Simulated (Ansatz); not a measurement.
Amorphous Hf$_{18}$O$_{37}$Cu$_{2}$, 57 atoms at 8.89 g/cm³, one PBE-relaxed geometry, zone centre. Methods: PBE, scalar-relativistic without spin-orbit coupling (Ansatz, a program for electronic structure); r2SCAN, scalar-relativistic without spin-orbit coupling (Ansatz); HSE06, scalar-relativistic without spin-orbit coupling (Ansatz). Plane waves to 420 eV (r2SCAN 500 eV); exact exchange is cut at the cell's faces. At PBE the levels at the filled edge of the gap are localised (band-tail or defect states), and the nearest spread-out levels lie 3.8 eV apart at the zone centre. All rungs ran without spin polarisation.

The cell was made by melting and quenching with the CHGNet potential and then relaxed with DFT. O atoms were pushed apart under 1.9 Å during the dynamics, to hinder bonds among them. The hot cell started wider than the set density and was brought back towards it in steps. It is the lowest in DFT energy of 2 quenches. It is a model cell: composition and starting density were chosen by hand, and all elements were melted together. No dispersion term was used. Its density started from a set value of 8.89 and ended at 8.89 g/cm³. The simulated quench (nominally 450 K/ps over its main leg) is rapid and tends to freeze in more defects than a deposited or slowly cooled glass has. Values belong to this one cell and scatter from quench to quench. The volume was held where the preparation left it and the shape relaxed, at a PBE pressure of 0.8 GPa. Stress components on the final sampling reach 0.9 GPa. On a 2×2×2 Γ-centred mesh force components of up to 0.15 eV/Å stay, since the relaxation ran on the zone centre alone.

The relaxation ran on the zone centre alone. At PBE the level gap is 1.82 eV on a 2×2×2 Γ-centred mesh, and the spacing at the zone centre alone 1.92 eV.

Q: What zone-centre spacing does r2SCAN give, roughly?

A: 2.09 eV (+0.18 eV against PBE).

Q: What zone-centre spacing does HSE06 give, roughly?

A: 3.34 eV (+1.43 eV against PBE).

The highest filled and the lowest empty state spread over these numbers of atoms (participation numbers): PBE: 1.8 and 30.5; r2SCAN: 1.7 and 27.1; HSE06: 2.2 and 25.8.
